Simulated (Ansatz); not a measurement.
Start from WS2 in the 2H-MoS2 type structure (space group P6_3/mmc, No. 194; a = 3.1148 Å, c = 11.7731 Å; layered, stacked along the Cartesian z axis).

Now apply this change: a free-standing slab of 3 layers (9 atoms, 3 a layer) is cut normal to the stacking axis, with 15 Å of vacuum and the in-plane cell relaxed.

Levels (all Ansatz, a program for electronic structure, PAW): PBEsol-D3(BJ) (420 eV, scalar-relativistic without spin-orbit coupling); r2SCAN (500 eV, no spin-orbit coupling); HSE06 (420 eV, no spin-orbit coupling).

One geometry, relaxed with PBEsol-D3(BJ), under each level:

```csv
level,band gap,lowest conduction level above the VBM at special points
PBEsol-D3(BJ),0.93 eV,K 1.37 eV; Γ 2.32 eV; M 2.42 eV
r2SCAN,1.09 eV,K 1.48 eV; Γ 2.46 eV; M 2.57 eV
HSE06,1.50 eV,K 1.87 eV; Γ 2.99 eV; M 3.12 eV
```

Single points use the geometry relaxed with PBEsol-D3(BJ). HSE06 gaps are upper bounds (no full band path). Spin-orbit coupling, missing from the scalar runs, can matter with W. No phonon test of stability was made. Labels are those of the standard path for the cell's own space group.
